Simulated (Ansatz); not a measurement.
Consider HgTe in the zinc blende structure (space group F-43m, No. 216; a = 6.510 Å).

The other end (x = 1) is HgSb in the zinc blende structure (space group F-43m, No. 216; a hypothetical phase, not in the database extracts checked): 32.75 Å³/atom, gap zero; this end may not be an ambient phase.

Calculations: PBEsol, PAW, 420 eV (Ansatz, a program for electronic structure; no spin-orbit coupling), earlier PAW set.

Sb replaces a fraction x of Te; each row is one arrangement (x, atoms in the cell, starting space group or random), fully relaxed.

One change was made to it. Results:

The mean first-shell distances amounts to Te–Hg 2.828 Å (end compound 2.819 Å), Sb–Hg 2.742 Å (end compound 2.771 Å); the volume per atom drops by 0.512 Å³, from 34.49 Å³ to 33.97 Å³.

Q: What was done to the base?
A) x(Sb) = 0.5, 4 atoms, P-4m2
B) x(Sb) = 0.5, 8 atoms, Pmn2_1
C) x(Sb) = 0.5, 8 atoms, P-4m2
D) x(Sb) = 0.25, 8 atoms, Amm2

A: D, x(Sb) = 0.25, 8 atoms, Amm2. For comparison, the mean first-shell distances in the other runs: x(Sb) = 0.5, 8 atoms, Pmn2_1 gives Te–Hg 2.829 Å (end compound 2.819 Å), Sb–Hg 2.764 Å (end compound 2.771 Å); x(Sb) = 0.5, 8 atoms, P-4m2 gives Te–Hg 2.816 Å (end compound 2.819 Å), Sb–Hg 2.775 Å (end compound 2.771 Å); x(Sb) = 0.5, 4 atoms, P-4m2 gives Te–Hg 2.818 Å (end compound 2.819 Å), Sb–Hg 2.775 Å (end compound 2.771 Å).

These are small ordered cells, not random alloys; other orderings at the same x differ. Spin-orbit coupling, missing from the scalar runs, can matter with Hg and Te. No phonon test of stability was made. All final runs are without spin polarisation. An odd electron count without spin: Hg4SbTe3, HgSb and Hg2SbTe. The zero or small gap of HgTe can change with the level of theory.
